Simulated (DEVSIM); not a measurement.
Structure: illuminated InP p-on-n cell, one wavelength, at 300 K.

| layer (left to right) | material | thickness (μm) | Nd (cm⁻³) | Na (cm⁻³) | τn (s) | τp (s) | absorption coefficient (cm⁻¹) |
|---|---|---|---|---|---|---|---|
| 1 | InP | 0.220 | - | 1.2e18 | 1.2e-11 | 6.6e-11 | 28000 |
| 2 | InP | 2.30 | 1.4e15 | - | 5.5e-10 | 5.5e-10 | 28000 |

Left contact: ohmic, minority electron recombination velocity 20000 cm/s. Right contact: ohmic, minority hole recombination velocity 2e6 cm/s. Voltage is applied to the left contact. Recombination: SRH at mid-gap, radiative, Auger. Light enters at the left, 2.2e16 photons cm⁻² s⁻¹, one pass, no reflection. Mobility is constant in doping.

This is a model device: material constants are rounded textbook-type values typed into the input, and sizes, dopings and lifetimes were drawn at random. Values at 300 K.

| parameter | InP |
|---|---|
| gap (eV) | 1.344 |
| affinity (eV) | 4.38 |
| permittivity | 12.5 |
| Nc (cm⁻³) | 5.7e17 |
| Nv (cm⁻³) | 1.1e19 |
| μn (cm²/Vs) | 5200 |
| μp (cm²/Vs) | 170 |
| B (cm³/s) | 1.2e-10 |
| Cn (cm⁶/s) | 9e-31 |
| Cp (cm⁶/s) | 9e-31 |

DEVSIM, 1D drift-diffusion, Boltzmann statistics, complete ionisation; no tunnelling, impact ionisation, image-force lowering or self-heating.

The photon flux was swept, all else fixed.

```csv
photon flux (cm^-2 s^-1),short-circuit current (mA/cm²),fill factor,largest power (mW/cm²),open-circuit voltage (V)
6.6e14,0.0985,0.67,0.0296,0.450
2.2e15,0.328,0.69,0.115,0.508
6.6e15,0.985,0.71,0.390,0.561
2.2e16,3.29,0.72,1.47,0.617
6.6e16,9.86,0.74,4.84,0.667
2.2e17,32.9,0.75,17.7,0.720
6.6e17,98.7,0.76,57.3,0.766
```

From the first row to the last the short-circuit current goes from 0.0985 to 98.7. From the first row to the last the fill factor goes from 0.67 to 0.76.
